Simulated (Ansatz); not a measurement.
# SnS: pressure series

The parent structure is SnS in the GeS type structure (space group Pnma, No. 62).

SnS is modelled in the orthorhombic space group Pnma (No. 62), Pearson symbol oP8. Lattice parameters: a = 11.1555 Å, b = 3.9999 Å, c = 4.2608 Å, α = 90.00°, β = 90.00°, γ = 90.00°. Sn on 4c sees 3 S at 2.642–2.683 Å (trigonal pyramidal). S on 4c has 3 Sn at 2.642–2.683 Å (trigonal pyramidal). (Neighbours: up to the widest gap in distance over summed covalent radii, below 1.35, at either atom; cation-cation and far metal-metal contacts left out.)

Cell and atoms are relaxed at each pressure.

Computed with PBE-D3(BJ) (Ansatz, a program for electronic structure), no spin-orbit coupling, earlier PAW set.

Problem. Only one of these has no band gap. Which?
A) pressure 4.5 GPa
B) pressure 9 GPa
C) pressure −1 GPa
D) pressure 2.1 GPa

Solution. B, pressure 9 GPa. Computed: pressure −1 GPa: 0.81 eV; pressure 9 GPa: zero; pressure 4.5 GPa: 0.13 eV; pressure 2.1 GPa: 0.45 eV

The mesh was chosen for an insulator and is coarse for the gapless case. Load acts through the strain it causes; cell and atoms are relaxed under it. No phonon test of stability was made. Competing high-pressure phases were not computed. All final runs are without spin polarisation. A zero or small gap of SnS under pressure 9 GPa and SnS under pressure 4.5 GPa can be the functional's error rather than a property of the material.
